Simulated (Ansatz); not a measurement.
Structures of equal composition on the (0001) surface of hcp Ru: a layer of Pt in place of the second plane; a layer of Pt in place of the third plane. The slabs share one bottom face, and each structure is named by its start. These are constructed structures in small cells; real faces may alloy, dewet or reconstruct in larger ones, and not all known structures of the face are among them. Slabs of about 11 Å, Fermi-Dirac smearing of 0.1 eV. Bottom of the slabs: a bare face, its two planes held. Relaxed from the named starts with such symmetry as they have, on meshes of like density; energies extrapolated to zero smearing; spin only where a row says so; no spin-orbit coupling, no U. Brackets mark spin-polarised runs, whose order is one that fits the cell.

All values below come from PBE (plane waves to 420 eV, PAW; Ansatz, a program for electronic structure).

Rank these by energy per 1x1 cell (lowest first), as PBE gives it.

a layer of Pt in place of the third plane (0.000 eV), a layer of Pt in place of the second plane (0.276 eV)
